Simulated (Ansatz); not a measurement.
**Several settings converged on MnIr (P4mm, 2 atoms in the cell)**

```yaml
crystal:
  lattice:
    - [2.65496, 0.00000, 0.00000]
    - [0.00000, 2.65496, 0.00000]
    - [0.00000, 0.00000, 3.65346]
  atoms:
    - { symbol: Mn, position: [0.50000, 0.50000, 0.51369], spin: 4.0 }
    - { symbol: Ir, position: [0.00000, 0.00000, 0.00000] }
```
(The spins are starting values, not results.)

Base method: PBEsol, default PAW files made with PBE (plane waves; Ansatz, a program for electronic structure).

Base settings: basis.ecutwfc = 420 eV; kpoints.mp_grid.grid = 12 12 9; hamiltonian.xc = pbesol; hamiltonian.pseudopotentials = {kind: paw} (the program's default PAW files); magnetization.spin_polarized = true; scf.occupations.method = fermi_dirac; scf.occupations.width = 0.1 eV.

The count of work is k-points × plane waves × bands × iterations; it is no time. Core times come from one kind of shared machine, to one figure; runs under 30 s give none.

**The k-point mesh at a smearing width of 0.3 eV**

In this ladder: scf.occupations.width = 0.3 eV.

Only quantities that move along the ladder and can be compared are tabulated.

At this width the smearing has changed the magnetic state: the net moment ends at 0.48 against 0.59 μB/atom in the base run.

The magnetic state is not the same in all runs (site moments differ, or a search went on to a lower state), so steps between rows are not convergence errors alone.

```tsv
kpoints.mp_grid.grid	free energy less the last step's (meV/atom)	pressure (GPa)	largest difference of a force vector from the last step's (eV/Å)	net moment (μB/atom)	count of work / last
4 4 3	-69.36	-7.73	0.059	0.644	0.0091
5 5 4	13.89	-9.41	0.008	0.349	0.016
6 6 5	1.04	-7.70	0.011	0.486	0.024
8 8 6	2.18	-8.01	0.001	0.471	0.049
9 9 7	-0.14	-7.92	0.003	0.486	0.049
11 11 8	0.14	-7.98	0.001	0.481	0.080
13 13 10	0.07	-7.95	0.000	0.485	0.14
29 29 21	0.00	-7.95	0.000	0.485	1.0
```

Coarsest kpoints.mp_grid.grid that holds the pressure within 0.05 GPa of the last step, with all finer ones: 9 9 7, at 0.049 of the last step's count of work; the step before is off by 0.06 GPa.

Coarsest kpoints.mp_grid.grid that holds the free energy within 0.5 meV/atom of the last step, with all finer ones: 9 9 7, at 0.049 of the last step's count of work; the step before is off by 2.2 meV/atom.

Coarsest kpoints.mp_grid.grid that holds the forces within 0.005 eV/Å of the last step, with all finer ones: 8 8 6, at 0.049 of the last step's count of work; the step before is off by 0.011 eV/Å.

**The width of Methfessel-Paxton smearing**

In this ladder: kpoints.mp_grid.grid = 20 20 15; scf.occupations.method = methfessel_paxton.

Narrow widths need finer meshes than wide ones, so the last steps can hold mesh noise.

Only quantities that move along the ladder and can be compared are tabulated; pressure and forces are left out, as mesh noise rules them at narrow widths.

```csv
scf.occupations.width,free energy less the last step's (meV/atom),net moment (μB/atom),core time / last (rough)
1 eV,20.92,0.688,3
0.5 eV,5.73,0.604,1
0.3 eV,1.34,0.587,1
0.2 eV,0.54,0.576,1
0.1 eV,0.12,0.563,1
0.05 eV,0.00,0.561,1
```

Widest scf.occupations.width that holds the free energy within 5 meV/atom of the last step, with all finer ones: 0.3 eV; the step before is off by 5.7 meV/atom.

Widest scf.occupations.width that holds the net moment within 0.01 μB/atom of the last step, with all finer ones: 0.1 eV; the step before is off by 0.015 μB/atom.

**The SCF threshold**

The mesh stays at the base's, so the ladder's end is converged at best in this setting alone.

Only quantities that move along the ladder and can be compared are tabulated.

| scf.convergence.dr2_threshold | free energy less the last step's (meV/atom) | pressure (GPa) | count of work / last |
|---|---|---|---|
| 0.1 eV | 1.54 | -9.42 | 0.44 |
| 0.01 eV | 1.52 | -9.42 | 0.44 |
| 0.001 eV | 0.01 | -9.51 | 0.50 |
| 0.0001 eV | 0.01 | -9.53 | 0.56 |
| 1e-05 eV | 0.00 | -9.54 | 0.61 |
| 1e-06 eV | 0.00 | -9.54 | 0.67 |
| 1e-07 eV | 0.00 | -9.54 | 0.67 |
| 1e-10 eV | 0.00 | -9.54 | 0.89 |
| 1e-12 eV | 0.00 | -9.54 | 1.0 |

Coarsest scf.convergence.dr2_threshold that holds the pressure within 0.05 GPa of the last step, with all finer ones: 0.001 eV; the step before is off by 0.12 GPa.

Coarsest scf.convergence.dr2_threshold that holds the free energy within 1 meV/atom of the last step, with all finer ones: 0.001 eV; the step before is off by 1.5 meV/atom.

On the base run: the starting cell comes from a database of computed structures (which also holds hypothetical and non-ambient phases and stackings), without a prior relaxation at this level. Its lattice was rescaled by up to half a per cent. One atom was moved a little off its site on purpose. With one magnetic atom in the cell only a parallel order is possible. In the base run, with a pressure of about -10 GPa the cell is away from its equilibrium volume at this level. Ansatz's pressure includes its estimate of the finite-basis (Pulay) stress.

Left out of this page: 2 runs of the series outside the window shown, repeating another row's setting, or not comparable.

Keys are those of Ansatz 0.2.
